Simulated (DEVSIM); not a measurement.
Structure: abrupt GaAs p-n junction, at 300 K.

| layer (left to right) | material | thickness (μm) | Nd (cm⁻³) | Na (cm⁻³) | τn (s) | τp (s) |
|---|---|---|---|---|---|---|
| 1 | GaAs | 4.60 | - | 5.1e17 | 1e-8 | 1e-8 |
| 2 | GaAs | 1.20 | 2.1e15 | - | 1e-8 | 1e-8 |

Left contact: ohmic. Right contact: ohmic. Voltage is applied to the left contact. Recombination: SRH at mid-gap. Mobility is μmin + (μ − μmin)/(1 + (N/Nref)^α).

The device is made up for the run: typed textbook-type constants, with dimensions and the other settings drawn at random. Values at 300 K.

```tsv
parameter	GaAs
gap (eV)	1.424
affinity (eV)	4.07
permittivity	12.9
Nc (cm⁻³)	4.7e17
Nv (cm⁻³)	9e18
μn (cm²/Vs)	8500
μp (cm²/Vs)	400
μn,min	500
μp,min	20
Nref,n	6e16
Nref,p	1.5e17
αn	0.39
αp	0.38
```

DEVSIM, 1D drift-diffusion, Boltzmann statistics, complete ionisation; no tunnelling, impact ionisation, image-force lowering or self-heating.

Give the dark forward current.


(V (V), J (A/cm²)): (0.05, 1.6e-10); (0.10, 5.6e-10); (0.15, 1.6e-9); (0.20, 4.5e-9); (0.25, 1.2e-8); (0.30, 3.3e-8); (0.35, 9.2e-8); (0.40, 2.5e-7); (0.45, 6.9e-7); (0.50, 1.9e-6); (0.55, 5.4e-6); (0.60, 1.5e-5); (0.65, 4.6e-5); (0.70, 0.00015); (0.75, 0.00054); (0.80, 0.0023); (0.85, 0.012); (0.90, 0.065); (0.95, 0.39); (1.00, 2.3); (1.05, 12); (1.10, 52); (1.15, 170); (1.20, 450); (1.25, 1000); (1.30, 2000)
